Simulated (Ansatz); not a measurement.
Consider CdTe in the zinc blende structure (space group F-43m, No. 216; a = 6.558 Å). Axes: x, y, z lie along the cube axes.

The values are results of r2SCAN (Ansatz, a first-principles code, PAW, no spin-orbit coupling), not measurements.

Strains are applied to the cell and any free atomic positions relax; under biaxial strain the out-of-plane vector relaxes too; under stress the whole cell relaxes.

One change was made to it. Results:

```json
[
 {"quantity": "band gap", "base": "1.17 eV", "after": "1.05 eV"},
 {"quantity": "energy relative to the base (free energy F)", "base": "0 meV/atom", "after": "+5.9 meV/atom"},
 {"quantity": "valence-band top at Γ (three highest levels, from the VBM)", "base": "0.00, 0.00, 0.00 eV", "after": "0.00, -0.20, -0.20 eV"},
 {"quantity": "electron mass", "base": "0.090 mₑ (at Γ)", "after": "0.090 mₑ (at Γ)"}
]
```

### Question
What was done to the base?
(A) uniaxial stress, 1 GPa compression along z
(B) uniaxial strain ε_xx = −0.70 %
(C) biaxial strain −1.31 %, plane normal [001], relaxed out of plane

### Answer
A, uniaxial stress, 1 GPa compression along z. For comparison, the band gap in the other runs: uniaxial strain ε_xx = −0.70 % gives 1.17 eV; biaxial strain −1.31 %, plane normal [001], relaxed out of plane gives 1.16 eV.

Spin-orbit coupling, missing from the scalar runs, can matter with Te. Masses are band curvatures over ±0.01 Å⁻¹ around the edge. Beyond what the load breaks, stability against distortions was not tested.
